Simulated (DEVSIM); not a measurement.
Structure: Schottky contact on n-type GaP, at 400 K.

```tsv
layer (left to right)	material	thickness (μm)	Nd (cm⁻³)	τn (s)	τp (s)
1	GaP	0.950	1.1e16	2e-6	2e-6
```

Left contact: Schottky, work function 5.53 eV, emission velocity 1.2e7 cm/s. Right contact: ohmic. Voltage is applied to the left contact. Recombination: SRH at mid-gap, radiative, Auger. Mobility is μmin + (μ − μmin)/(1 + (N/Nref)^α).

The device is made up for the run: typed textbook-type constants, with dimensions and the other settings drawn at random. Values at 300 K; Nc and Nv go as T^1.5, mobilities as T to minus their exponent, the gap by Varshni's rule with the affinity fixed.

```
parameter             GaP
----------------  -------
gap (eV)             2.26
affinity (eV)         3.8
permittivity         11.1
Nc (cm⁻³)          1.8e19
Nv (cm⁻³)          1.9e19
μn (cm²/Vs)           250
μp (cm²/Vs)           150
μn,min                 10
μp,min                 10
Nref,n             4.4e18
Nref,p               1e18
αn                    0.8
αp                   0.85
T exponent of μn      1.6
T exponent of μp     1.98
B (cm³/s)           1e-13
Cn (cm⁶/s)          1e-30
Cp (cm⁶/s)          1e-30
Varshni α (eV/K)  0.00058
Varshni β (K)         372
```

Simulated with DEVSIM: 1D drift-diffusion, Boltzmann statistics, complete ionisation; no tunnelling, impact ionisation, image-force lowering or self-heating. Metal contacts follow the ideal Schottky-Mott rule: no Fermi-level pinning, no interface dipoles.

Base results: dark forward voltage at 1 A/cm² (V) 1.162; largest field in the device at zero bias (V/cm) 71000; potential step across the device at zero bias (V) 1.460; dark forward voltage at 100 A/cm² (V) 1.373.

Q: What follows from this one change: metal work function 5.53 → 5.48 eV?

A: dark forward voltage at 1 A/cm² 1.162 → 1.112 V; largest field in the device at zero bias little changed (70000 V/cm); potential step across the device at zero bias 1.460 → 1.410 V; dark forward voltage at 100 A/cm² 1.373 → 1.323 V.

Q: What follows from this one change: metal work function 5.53 → 5.38 eV?

A: dark forward voltage at 1 A/cm² 1.162 → 1.012 V; largest field in the device at zero bias little changed (68000 V/cm); potential step across the device at zero bias 1.460 → 1.310 V; dark forward voltage at 100 A/cm² 1.373 → 1.223 V.

Q: What follows from this one change: thickness of layer 1 0.95 → 2.8 μm?

A: dark forward voltage at 1 A/cm² little changed (1.163 V); largest field in the device at zero bias little changed (71000 V/cm); potential step across the device at zero bias little changed (1.460 V); dark forward voltage at 100 A/cm² 1.373 → 1.439 V.
